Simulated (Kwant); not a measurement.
System: wire with a side stub in a CdTe two-dimensional gas. Effective mass 0.096 mₑ, grid spacing 3.3 nm, hard walls, nominal width 100 nm (31 grid rows, so walls 105.6 nm apart), one parabolic valley, scattering region 300 nm long along x; energies count from the band bottom; Fermi energy swept from 0.00031336 to 0.0037211 eV. Closed stub on one side, 100 nm wide and 170 nm deep.

Constants are typed, rounded textbook-type inputs, not results; the design itself was drawn at random and stands for no fabricated device.

Computed with Kwant: effective-mass tight-binding model on a square grid, one spin, coherent transport at 0 K. Conductance is in e²/h.

How many channels do the leads carry at E = 1.69, 2.03, 2.60 meV?

The hard-wall thresholds are n² ħ²π²/(2mW²) = n² × 0.351 meV with W = 105.6 nm. √(1.69/0.351) = 2.19, so 2. √(2.03/0.351) = 2.40, so 2. √(2.60/0.351) = 2.72, so 2.
